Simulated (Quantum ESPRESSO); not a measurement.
**One base run on Ga₅CuSe₈ (P-42m, 14 atoms in the cell) and variants with one or two settings moved**

```yaml
crystal:
  lattice:
    - [5.47385, 0.00000, 0.00000]
    - [0.00000, 5.47385, 0.00000]
    - [0.00000, 0.00000, 11.19478]
  atoms:
    - { symbol: Ga, position: [0.00000, 0.50000, 0.25485] }
    - { symbol: Ga, position: [0.50000, 0.00000, 0.74515] }
    - { symbol: Ga, position: [0.00000, 0.50000, 0.74515] }
    - { symbol: Ga, position: [0.50000, 0.00000, 0.25485] }
    - { symbol: Ga, position: [0.00000, 0.00000, 0.00000] }
    - { symbol: Cu, position: [0.50000, 0.50000, 0.50000] }
    - { symbol: Se, position: [0.26454, 0.26454, 0.11677] }
    - { symbol: Se, position: [0.26454, 0.73546, 0.88323] }
    - { symbol: Se, position: [0.73546, 0.73546, 0.11677] }
    - { symbol: Se, position: [0.73546, 0.26454, 0.88323] }
    - { symbol: Se, position: [0.24113, 0.24113, 0.61951] }
    - { symbol: Se, position: [0.24113, 0.75887, 0.38049] }
    - { symbol: Se, position: [0.75887, 0.75887, 0.61951] }
    - { symbol: Se, position: [0.75887, 0.24113, 0.38049] }
```

Base run A: LDA (PW92), PseudoDojo standard norm-conserving (LDA) pseudopotentials (Quantum ESPRESSO), self-consistent single point.

Its settings: ecutwfc = 95 Ry; occupations = smearing; smearing = gauss; degauss = 0.00147 Ry; potentials = {Ga: Ga.upf, Cu: Cu.upf, Se: Se.upf}; K_POINTS = automatic 4 4 2 1 1 1; conv_thr = 1e-11 Ry; mixing_beta = 0.7.

The starting cell comes from a database of computed structures (which also holds hypothetical and non-ambient phases and stackings), without a prior relaxation at this level. The shifted mesh does not hold Γ, so a gap read on it misses any band edge there.

ΔF is the free energy per atom less that of run A. A dash stands where there is no value to compare (another energy zero or no entropy term, no result, no spin, no clean gap, or a mesh too coarse for one). Total energies depend on the potentials, the functional and any Hubbard or dispersion term, so they are compared only between runs that share all of them.

Runs E sample the zone with one or two k-points, far too few for so small a cell.

Runs:
- B: degauss: 0.00147 Ry → 0.036749 Ry
- C: ecutwfc: 95 Ry → 124 Ry
- D: ecutrho: default → 760 Ry
- E: K_POINTS: automatic 4 4 2 1 1 1 → automatic 1 1 1 1 1 1
- F: input_dft: default → pz; potentials: PseudoDojo fully relativistic norm-conserving (PBE) [LDA (PZ)]
- G: occupations: smearing → tetrahedra_opt; smearing: gauss → default; degauss: 0.00147 Ry → default
- H: mixing_beta: 0.7 → 0.6

| run | ΔF (meV/atom) | pressure (GPa) | largest force (eV/Å) | gap on the mesh (eV) | k-points |
|---|---|---|---|---|---|
| A | 0.00 | -2.71 | 0.207 | 1.036 | 3 |
| B | -1.28 | -2.62 | 0.218 | 1.068 | 3 |
| C | -0.54 | -2.71 | 0.206 | 1.035 | 3 |
| D | 0.00 | -2.71 | 0.207 | 1.036 | 3 |
| E | 294.0 | 0.38 | 0.489 | – | 1 |
| F | – | -3.36 | 0.241 | 1.010 | 3 |
| G | 0.00 | -2.71 | 0.207 | 1.036 | 3 |
| H | 0.00 | -2.71 | 0.207 | 1.036 | 3 |

Run B against A: The free energy drops by 1.3 meV/atom, the pressure hardly changes (-2.71 to -2.62 GPa), the largest force goes from 0.207 to 0.218 eV/Å and the gap on the mesh goes from 1.036 to 1.068 eV.

Run F against A: The pressure goes from -2.71 to -3.36 GPa, the largest force goes from 0.207 to 0.241 eV/Å and the gap on the mesh goes from 1.036 to 1.010 eV.

Run E against A: The free energy rises by 294 meV/atom, the pressure goes from -2.71 to 0.38 GPa and the largest force goes from 0.207 to 0.489 eV/Å.
